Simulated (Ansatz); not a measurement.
The starting structures come from a database of crystals and need not be the phases stable at ambient conditions.

**Evanescent states of TiOF2 (P4_2/mmc, not sure to be the ambient phase, 8 atoms a cell, 14.3 Å³ an atom, -5 GPa at this level) along the normal of (100)**

Computed with r2SCAN (plane waves, PAW; Ansatz, a quantum-chemistry and plane-wave program).

No gap correction and no spin-orbit coupling; mid-gap values are interpolated between computed energies.

Energies count from the valence-band top; κ is the least over a 8×4 mesh across the current.

| E (eV) | κ (1/Å) | where |
|---|---|---|
| 0.06 | 0.080 | Γ |
| 0.18 | 0.133 | Γ |
| 0.30 | 0.165 | Γ |
| 0.42 | 0.187 | Γ |
| 0.54 | [?] | Γ |
| 0.66 | [?] | Γ |
| 0.78 | [?] | Γ |
| 0.90 | [?] | Γ |
| 1.02 | [?] | Γ |
| 1.14 | [?] | Γ |
| 1.26 | [?] | Γ |
| 1.38 | [?] | Γ |
| 1.50 | [?] | Γ |
| 1.62 | [?] | Γ |
| 1.74 | [?] | Γ |
| 1.86 | 0.188 | Γ |
| 1.98 | 0.169 | Γ |
| 2.10 | 0.133 | Γ |
| 2.22 | 0.041 | Γ |

Task: Fill in the missing entries.

Result: 
- 0.54, κ (1/Å): 0.204
- 0.66, κ (1/Å): 0.216
- 0.78, κ (1/Å): 0.224
- 0.90, κ (1/Å): 0.230
- 1.02, κ (1/Å): 0.233
- 1.14, κ (1/Å): 0.234
- 1.26, κ (1/Å): 0.232
- 1.38, κ (1/Å): 0.229
- 1.50, κ (1/Å): 0.222
- 1.62, κ (1/Å): 0.214
- 1.74, κ (1/Å): 0.202
